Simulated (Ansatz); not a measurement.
## LaB6: pressure 18 GPa

Take LaB$_{6}$ (space group Pm-3m, No. 221; a = 4.130 Å) as the base.

Modification: a hydrostatic pressure of 18 GPa.

Computed with PBEsol (Ansatz, a quantum-chemistry and plane-wave program), no spin-orbit coupling, earlier PAW set. k-mesh 11×11×11 (Γ-centred); smearing 0.05 eV (Fermi–Dirac).

```json
[
 {"quantity": "volume per atom", "base": "10.06 Å³", "changed": "9.24 Å³", "shift": "-0.82 Å³"},
 {"quantity": "density", "base": "4.80 g/cm³", "changed": "5.23 g/cm³", "shift": "+0.43 g/cm³"},
 {"quantity": "enthalpy H = E + PV relative to the base's energy", "base": "–", "changed": "+1.08 eV/atom", "shift": "–"},
 {"quantity": "band gap", "base": "zero", "changed": "zero", "shift": "–"}
]
```

Final structure:

```
CELL_PARAMETERS angstrom
      4.01386     0.00000     0.00000
      0.00000     4.01386     0.00000
      0.00000     0.00000     4.01386
ATOMIC_POSITIONS crystal
  La 0.00000 0.00000 0.00000
  B  0.19862 0.50000 0.50000
  B  0.80138 0.50000 0.50000
  B  0.50000 0.50000 0.19862
  B  0.50000 0.50000 0.80138
  B  0.50000 0.19862 0.50000
  B  0.50000 0.80138 0.50000
```

Load acts through the strain it causes; cell and atoms are relaxed under it. No phonon test of stability was made. No other phases were tried under pressure. The final runs are not spin-polarised. An odd electron count without spin: LaB6.
